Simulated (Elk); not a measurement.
Elk is run on YNiC₂ (Amm2, 4 atoms in the cell), and the run fails. The aim is a self-consistent single point with DFT, PBEsol, all-electron FP-LAPW, Elk's shipped species files, default APW+lo basis.

Input:

```
tasks
  0

xctype
  22

rgkmax
  7.0

stype
  3

swidth
  0.00367493

scale
  6.822893967

avec
    1.0000000000    0.0000000000    0.0000000000
    0.0000000000    0.6211833752    0.8284776154
    0.0000000000   -0.6211833752    0.8284776154

sppath
  'species/'

atoms
  3   : nspecies
  'y.in'   : spfname
  1   : natoms; atposl, bfcmt below
  0.0000000000  0.0031400000  0.0031400000    0.0 0.0 0.0
  'Ni.in'   : spfname
  1   : natoms; atposl, bfcmt below
  0.5000000000  0.6134300000  0.6134300000    0.0 0.0 0.0
  'C.in'   : spfname
  2   : natoms; atposl, bfcmt below
  0.5000000000  0.4558400000  0.1506000000    0.0 0.0 0.0
  0.5000000000  0.1506000000  0.4558400000    0.0 0.0 0.0

ngridk
  5 5 5

vkloff
  0.5 0.5 0.5
```

Log, with long lists cut:

```
│ Elk code version 10.2.4 started │

Error(readspecies): error opening species file species/y.in
```

### Question
From the messages shown, name the fault and mend the input.

### Answer
The fault is a potential or basis that cannot be found (species file name in the wrong case). The input names a file or set that is not where the program looks, or that does not exist under that name. To fix it, correct the name or place the file. The program stopped before any SCF iteration.

The sound input it was made from differs as follows (other fixes are possible):
```diff
-  'y.in'   : spfname
+  'Y.in'   : spfname
```

With that input, the run converged in 19 iterations: free energy E − TS -135494.3527 eV; Fermi level (on the code's own zero) 9.69 eV (DFT, PBEsol, all-electron FP-LAPW, Elk's shipped species files, default APW+lo basis).

On the sound input: the starting cell comes from a database of computed structures (which also holds hypothetical and non-ambient phases and stackings), without a prior relaxation at this level. Spin polarisation is off. Values depend on the basis (sphere radii, cutoffs, local orbitals), which need not be converged. Without a gap this mesh is coarse (it stands for a supercell whose shortest vector is 18 Å).
